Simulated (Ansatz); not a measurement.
```cif
data_Ba
_chemical_formula_sum 'Ba1'
_space_group_name_H-M_alt 'P 1'
_space_group_IT_number 1
_cell_length_a 4.22287
_cell_length_b 4.22287
_cell_length_c 4.22287
_cell_angle_alpha 109.471
_cell_angle_beta 109.471
_cell_angle_gamma 109.471
loop_
_space_group_symop_operation_xyz
  'x, y, z'
loop_
_atom_site_label
_atom_site_type_symbol
_atom_site_fract_x
_atom_site_fract_y
_atom_site_fract_z
_atom_site_occupancy
Ba1 Ba 0.00000 0.00000 0.00000 1
```

This is the lattice part alone, without phonon-electron scattering, which would lower it where carriers are present.

Task: Estimate the lattice thermal conductivity at 150 K from the linearised phonon Boltzmann equation (three-phonon plus isotope scattering), Ansatz (a first-principles code), PBEsol functional, plane-wave PAW (third-order constants from a 27-atom supercell out to 5.9 Å, harmonic mesh 6×6×6, k mesh 12×12×12, scattering mesh 15×15×15).

Result: κ = 8.7 W/(m K). Four-phonon, boundary and defect scattering are left out; adding them would lower the computed value.
